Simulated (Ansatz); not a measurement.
## Band gap of MgS (F-43m, No. 216; start mp-13032; metastable phase) at several levels of theory

No measured value is used here.

| level (code) | value (eV) | cell (Å³/atom) |
|---|---|---|
| PBEsol (Ansatz) | 3.32 | 22.56 |
| r²SCAN (Ansatz) | 4.14 | 22.69 |
| HSE06 (Ansatz) | 4.52 | 22.70 |

Computed values are for a static lattice.  PBEsol, r²SCAN, HSE06: the gap is read on the k mesh or supercell of the run alone and can be too large. PBEsol, r²SCAN, HSE06: the relaxation could not lower the start's symmetry, so the cell can be a saddle point above a distorted one. Each level is taken at its own relaxed cell. K meshes differ between the levels. Ansatz's density-functional and Hartree–Fock values are scalar-relativistic unless marked +SOC, with PAW data made under PBE.

A start named mp-… is a Materials Project structure, which can be a computed phase never made.

Ansatz is a first-principles code.
